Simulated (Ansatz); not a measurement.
Output of an Ansatz run (abridged):

```
WARN the atoms were moved onto the symmetric positions of the space group found under crystal.symmetry.tolerance 1.0e-5 (fractional …
WARN basis.ecutwfc = 420 eV, the default
WARN ansatz: RAYON_NUM_THREADS=1 ignored (pool sized by the plan → 1); use --threads N
Pseudopotentials: kind: paw
Pseudopotential: Re, paw, valence charge 15
Crystal: 4 atoms, lattice volume = 147.348 Å³
Basis set: ecut = 420 eV, 2889 PW (Γ), exchange–correlation on 40×40×320 points (8 copies of the dense FFT grid, shifted against one another)
Bands: 36, of which v1, the nominal top of the filled ones, is band 30 counted from 1 (29 counted from 0)
Symmetry: 12 space group operations
Space group: P-3m1 (ITA 164), of the structure as read, at distance tolerance 5.3e-5 Å
k-points: 12 of 81
PAW frozen core: Re, regenerated for the run's functional, and the local potential with it
Initial density: superposition of atomic densities (neutral atoms: chi_scale 0, normalization atom), corrected by the library's trained network
Initial wavefunctions: pseudopotential atomic-orbital guess
Eigensolver: davidson
Functional: x = pbesol(κ = 0.804, μ = 0.12345679012345678), c = pbesol(β = 0.046)
SCF iter   1: F=—  HF=-42946.399194 eV  |F-HF|=—  |Δ(HF+E_count)|=         —  Δρ=6.43e-3  dr2=3.42e-1  ethr=1.77e-3  ⟨swp⟩=8.2  Hψ=2128  notcnv=0  defer=1
all-band conjugate gradients solve this SCF's bands
preconditioner: auto → LDOS
SCF iter   2: F=—  HF=-42946.394941 eV  |F-HF|=—  |Δ(HF+E_count)|=   4.25e-3  Δρ=3.18e-3  dr2=9.24e-2  ethr=5.70e-4  ⟨swp⟩=2.2  Hψ=713  notcnv=0  defer=7
SCF iter   3: F=—  HF=-42946.387032 eV  |F-HF|=—  |Δ(HF+E_count)|=   7.91e-3  Δρ=9.93e-4  dr2=5.56e-3  ethr=1.54e-4  ⟨swp⟩=2.1  Hψ=684  notcnv=0  defer=7
SCF iter   4: F=—  HF=-42946.386084 eV  |F-HF|=—  |Δ(HF+E_count)|=   9.48e-4  Δρ=2.77e-4  dr2=2.64e-4  ethr=9.27e-6  ⟨swp⟩=2.6  Hψ=683  notcnv=0  defer=7
SCF iter   5: F=—  HF=-42946.386117 eV  |F-HF|=—  |Δ(HF+E_count)|=   3.25e-5  Δρ=7.62e-5  dr2=2.21e-5  ethr=4.39e-7  ⟨swp⟩=2.8  Hψ=727  notcnv=0  defer=7
SCF iter   6: F=—  HF=-42946.386115 eV  |F-HF|=—  |Δ(HF+E_count)|=   1.21e-6  Δρ=1.98e-5  dr2=5.51e-7  ethr=3.69e-8  ⟨swp⟩=2.5  Hψ=641  notcnv=0  defer=7
SCF iter   7: F=-42946.386116 eV  HF=-42946.386116 eV  |F-HF|=1.41e-7  |Δ(HF+E_count)|=   8.24e-7  Δρ=5.65e-6  dr2=5.62e-8  ethr=1.67e-10  ⟨swp⟩=10.6  Hψ=2242  notcnv=0
SCF 1 converged in 7 iterations: F = -42946.386116 eV  dr2 = 5.62e-8
SCF converged after 7 iterations
Free energy (F): -42946.386116 eV
Harris-Foulkes:  -42946.386116 eV  (|F-HF|=1.41e-7)
Internal energy: -42946.358374 eV  (E = F + TS)
E sigma→0 (E₀):  -42946.372245 eV
Entropy (-TS):   -0.027742 eV (-6.936 meV/atom)
Fermi energy:    6.432034 eV
--- Per-component energies (eV) ---
  E_band       = -1333.560741
  E_kinetic    = 2157.203484
  E_local      = -74564.247671  (includes V_loc(G=0)·N_el)
  E_nonlocal   = 205.971538
  E_hartree    = 36330.206083
  E_xc         = -1600.546735
  E_vxc        = -1210.407831  (∫ρ·V_xc dr)
  E_paw        = -34123.989210  (= ΣΔE_a)
  E_vpaw       = -582.531760  (= ΣTr[D̂ρ^β])
  E_aug_tail   = -0.000315  (compensation charges beyond the density's cutoff)
  E_ewald      = 28648.111406
  E_core_change = 0.933046  (= ΣΔE_core)
  E_smearing   = -0.027742  (= −TS)
  E_closure    = 0.000000  (closes the sum)
  Σ components = -42946.386116   (vs F -42946.386116, Δ=0.00e0)
--- Forces (eV/Å), atoms counted from 1 ---
  atom   1  Re     0.00000000     0.00000000     1.29074318
  atom   2  Re    -0.00000000    -0.00000000    -1.41869052
  atom   3  Re     0.00000000     0.00000000     1.41869052
  atom   4  Re    -0.00000000    -0.00000000    -1.29074318
  max |Σ_I F_I| component: 6.66e-16 eV/Å
--- Stress (GPa, compression-positive) ---
       -4.230249      -0.000000       0.000000
       -0.000000      -4.230249      -0.000000
        0.000000       0.000000      -5.966789
  P = ⅓ Tr σ = -4.8091 GPa (-48.091 kbar)
  The stress holds the Pulay correction. Without it, at fixed plane waves, as pw.x and ABINIT print it: P = -4.8684 GPa
--- Band table (eV; the first three rows and the last of 12) ---
  k-point 0: bands = ["-73.3635", "-73.3287", "-73.2902", "-73.2623", "-35.8013", "-35.4998", "-35.1075", "-34.7692", "-34.7576", "-34.7576", "-34.6863", "-34.6863", "-34.6080", "-34.6080", "-34.5929", "-34.5929", "-2.9809", "-1.5804", "-0.3667", [...]
  k-point 1: bands = ["-73.3511", "-73.3181", "-73.2816", "-73.2553", "-35.7616", "-35.4857", "-35.1277", "-34.8680", "-34.8168", "-34.7923", "-34.7771", "-34.7152", "-34.7104", "-34.6862", "-34.6332", "-34.6146", "-2.4788", "-1.0934", "0.1600", [...]
  k-point 2: bands = ["-73.3190", "-73.2909", "-73.2601", "-73.2383", "-35.6596", "-35.4827", "-35.2619", "-35.1237", "-35.0354", "-34.9966", "-34.9163", "-34.8770", "-34.7881", "-34.7688", "-34.6970", "-34.6704", "-1.2214", "-0.0159", "1.2429", [...]
  k-point 11: bands = ["-73.2210", "-73.2210", "-73.2148", "-73.2148", "-35.5728", "-35.5728", "-35.5214", "-35.3899", "-35.3750", "-35.3750", "-35.2576", "-35.1987", "-35.0922", "-35.0922", "-34.9257", "-34.9257", "1.5242", "2.0843", "2.0843", [...]
```

The structure:

```
CELL_PARAMETERS angstrom
      2.73713     0.00000     0.00000
     -1.36857     2.37043     0.00000
      0.00000     0.00000    22.71030
ATOMIC_POSITIONS crystal
  Re 0.33333 0.66667 0.35226
  Re 0.66667 0.33333 0.45075
  Re 0.33333 0.66667 0.54924
  Re 0.66667 0.33333 0.64774
```

Task: What input produced this log?

Result: Other spellings and defaults could give the same log, and not every line can be read from it. The input that was run (DFT, PBEsol, plane waves, default PAW files made with PBE):

Ansatz 0.2 input:
```yaml
# Re
crystal:
  lattice:
    - [2.73713400, 0.00000000, 0.00000000]
    - [-1.36856700, 2.37042700, 0.00000000]
    - [0.00000000, 0.00000000, 22.71030000]
  atoms:
    - { symbol: Re, position: [0.33333300, 0.66666700, 0.35226300] }
    - { symbol: Re, position: [0.66666700, 0.33333300, 0.45075100] }
    - { symbol: Re, position: [0.33333300, 0.66666700, 0.54924400] }
    - { symbol: Re, position: [0.66666700, 0.33333300, 0.64773700] }
kpoints:
  mp_grid:
    grid: [9, 9, 1]
hamiltonian:
  xc: pbesol
  pseudopotentials:
    kind: paw
scf:
  occupations:
    method: fermi_dirac
    width: 0.05
output:
  forces: true
  eigenvalues: true
  stress: true
```

The starting cell comes from a database of computed structures (which also holds hypothetical and non-ambient phases and stackings), without a prior relaxation at this level. The slab is cut from that crystal, and its faces are unrelaxed. Its lattice was rescaled in the plane by a random factor within 2.5 % of one. Spin-orbit coupling is off. Spin polarisation is off. Forces in this geometry exceed 1 eV/Å.

Ansatz is a first-principles code.
